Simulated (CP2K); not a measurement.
Band structure of BP (F-43m, 2 atoms in the cell).

```yaml
crystal:
  lattice:
    - [3.20471, 0.00000, 0.00000]
    - [1.60235, 2.77536, 0.00000]
    - [1.60235, 0.92512, 2.61663]
  atoms:
    - { symbol: B, position: [0.00000, 0.00000, 0.00000] }
    - { symbol: P, position: [0.25000, 0.25000, 0.25000] }
```

Method of the run: PBE, GPW, DZVP-MOLOPT-SR-GTH basis, GTH-PBE potentials (GTH_POTENTIALS) in CP2K.

Settings: CUTOFF = 400 Ry; REL_CUTOFF = 50 Ry; KPOINTS/SCHEME = MONKHORST-PACK 10 10 10; GAMMA_CENTERED = T; XC_FUNCTIONAL = PBE; B/BASIS_SET = DZVP-MOLOPT-SR-GTH-q3; B/POTENTIAL = GTH-PBE-q3; P/BASIS_SET = DZVP-MOLOPT-SR-GTH-q5; P/POTENTIAL = GTH-PBE-q5; METHOD = GPW; EPS_DEFAULT = 1e-10; EXTRAPOLATION = USE_GUESS; NGRIDS = 4; SCF_GUESS = ATOMIC.

The starting cell comes from a database of computed structures (which also holds hypothetical and non-ambient phases and stackings), without a prior relaxation at this level. Values carry the incompleteness of an atom-centred basis.

**Question.** Predict the gap along the standard path and the places of the band edges.

**Answer.** The gap along the path is 1.32 eV, from Γ to a point between Γ and X; the smallest direct gap on it is 3.44 eV.

Levels in eV from the top of the valence band on the SCF mesh, bands 1 to 5:
```json
[
 {"point": "Γ", "1": "-15.46", "2": "0.00", "3": "0.00", "4": "0.00", "5": "3.44"},
 {"point": "X", "1": "-10.61", "2": "-8.58", "3": "-4.10", "4": "-4.10", "5": "1.44"},
 {"point": "W", "1": "-10.33", "2": "-8.05", "3": "-5.67", "4": "-5.47", "5": "5.51"},
 {"point": "K", "1": "-10.61", "2": "-8.16", "3": "-6.23", "4": "-3.49", "5": "2.22"},
 {"point": "L", "1": "-12.14", "2": "-9.04", "3": "-1.74", "4": "-1.74", "5": "3.85"},
 {"point": "U", "1": "-10.61", "2": "-8.16", "3": "-6.23", "4": "-3.49", "5": "2.22"}
]
```

Higher empty bands are left out: an atom-centred basis made for the valence describes them poorly.
